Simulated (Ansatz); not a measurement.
## How a calculation on Hf (P6_3/mmc, 4 atoms in the cell) responds to its settings

```yaml
crystal:
  lattice:
    - [3.10929, 0.00000, 0.00000]
    - [-1.55465, 2.69272, 0.00000]
    - [0.00000, 0.00000, 10.00416]
  atoms:
    - { symbol: Hf, position: [0.00000, 0.00000, 0.00000] }
    - { symbol: Hf, position: [0.00000, 0.00000, 0.50000] }
    - { symbol: Hf, position: [0.33333, 0.66667, 0.25000] }
    - { symbol: Hf, position: [0.66667, 0.33333, 0.75000] }
```

Base run A: PBE, PAW files (Ansatz, a program for electronic structure), self-consistent single point.

Its settings: basis.ecutwfc = 30.9 Ry; kpoints.mp_grid.grid = 12 12 4; hamiltonian.xc = pbe; hamiltonian.pseudopotentials = {kind: paw} (the program's default PAW files); scf.occupations.method = cold; scf.occupations.width = 0.01 Ry.

The starting cell was generated: these elements placed on a structure prototype, without a prior relaxation; it need not be a known phase or ordering of this composition. Its lattice was rescaled by a random factor within 2.5 % of one. In the base run, with a pressure of about 10 GPa the cell is away from its equilibrium volume at this level. Ansatz's pressure includes its estimate of the finite-basis (Pulay) stress.

ΔF is the free energy per atom less that of run A. 

Run A gave: pressure (GPa) 9.53; iterations 9.

Runs:
- B: scf.algorithm: default → direct_min
- C: scf.eigensolver.kind: default (the program chose band_cg) → davidson
- D: basis.precision: default → f64
- E: scf.self_checks: default → high

Which runs reach the base run's state, and which is quickest in iterations?

Runs B, C, D, E ended on the same solution as A (within 1 meV/atom).

| run | ΔF (meV/atom) | pressure (GPa) | iterations |
|---|---|---|---|
| A | 0.00 | 9.53 | 9 |
| B | 0.00 | 9.53 | 11 |
| C | 0.00 | 9.53 | 11 |
| D | 0.00 | 9.53 | 9 |
| E | 0.00 | 9.53 | 9 |

Keys are those of Ansatz 0.2.
